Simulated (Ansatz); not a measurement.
System: interstitial H in ferroelectric LiNbO3 (charge state +1). Computed with PBE, PAW (plane waves to 420 eV; Ansatz, a quantum-chemistry and plane-wave program).

120-site cell at the relaxed PBE lattice, the Γ point alone, smearing 0.01 eV, spin-restricted, no finite-size correction. No zero-point or tunnelling terms. The charge state is imposed; whether it is stable for some Fermi level was not computed. Sites that were not tried may lie lower.

Barriers: single points on a 2×2×2 k-point mesh shifted by half a step along c at the bands' geometries.

The step: H moves alone to another site; the atom moves 2.35 Å along (-0.49, -0.41, 0.00) of the unit cell; the moving atom starts with neighbours Li at 2.07; O at 0.99, O at 1.81 Å and ends with Li at 2.07; O at 0.99, O at 1.81 Å.

Q: What is the computed migration barrier of this step (PBE, PAW)?

A: 1.08 eV, the same both ways. At the saddle the moving atom has neighbours Li at 1.78; O at 1.27, O at 1.28 Å. The check of the saddle point's order was inconclusive.
